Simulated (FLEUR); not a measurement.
## How far to go with the k-point mesh at a smearing width of 0.3 eV: Pd (Fm-3m, 1 atom in the cell)

```
Pd
1.0
    0.00000     1.95084     1.95084
    1.95084     0.00000     1.95084
    1.95084     1.95084     0.00000
Pd
1
Direct
  0.00000   0.00000   0.00000
```

Method: PBE, all-electron FLAPW (FLEUR), scalar-relativistic valence.

Base settings: Kmax = 4.1 1/bohr; GmaxXC = 12.3 1/bohr; xcFunctional = pbe; jspins = 1; l_soc = F; mode = hist; fermiSmearingEnergy = 0.00367493 Htr; mesh (inpgen div1-3) = 10 10 10; inpgen gamma flag = true; Gmax = 12.3 1/bohr.

In this ladder: fermiSmearingEnergy = 0.0110248 Htr. Moved along: kpt_gamma.

Only quantities that move along the ladder and can be compared are tabulated.

The starting cell has typed, rounded lattice constants, without a prior relaxation at this level. Its lattice was rescaled by up to half a per cent. Spin polarisation is off. Values depend on the basis (sphere radii, cutoffs, local orbitals), which need not be converged.

| kpt_div | free energy less the last step's (meV/atom) |
|---|---|
| 5 5 5 | 113.59 |
| 6 6 6 | -16.68 |
| 7 7 7 | -4.77 |
| 9 9 9 | -6.14 |
| 11 11 11 | 1.22 |
| 13 13 13 | 0.74 |
| 19 19 19 | 0.03 |
| 23 23 23 | -0.01 |
| 28 28 28 | 0.00 |
| 34 34 34 | 0.00 |

Coarsest kpt_div that holds the free energy within 2 meV/atom of the last step, with all finer ones: 11 11 11; the step before is off by 6.1 meV/atom.
